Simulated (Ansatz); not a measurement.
# AuIn2 (Fm-3m, No. 225, 3 atoms in the cell; start mp-22154)

All values below come from r²SCAN in Ansatz (PAW).

Numerical settings: plane-wave cutoff 560 eV, 14×14×14 k mesh, Fermi–Dirac smearing 0.05 eV, scalar-relativistic PAW data made under PBE.

Cell (relaxed at this level):

```
AuIn2
1.0
    0.00000     3.28566     3.28566
    3.28566     0.00000     3.28566
    3.28566     3.28566     0.00000
In Au
2 1
Direct
  0.75000   0.75000   0.75000
  0.25000   0.25000   0.25000
  0.00000   0.00000   0.00000
```

* **band gap**: zero (no gap)
* **bulk modulus**: 65.9 GPa

Note: the relaxation could not lower the start's symmetry, so the cell can be a saddle point above a distorted one; the bulk modulus is −V dP/dV from two relaxed cells at ±2 % in volume.

Spin–orbit coupling is not included; it can shift volumes and moduli of such heavy elements.

Cost on a shared machine: roughly 2.1 core-minutes.

A start named mp-… is a Materials Project structure, which need not be a measured phase.

Ansatz is an electronic-structure program.
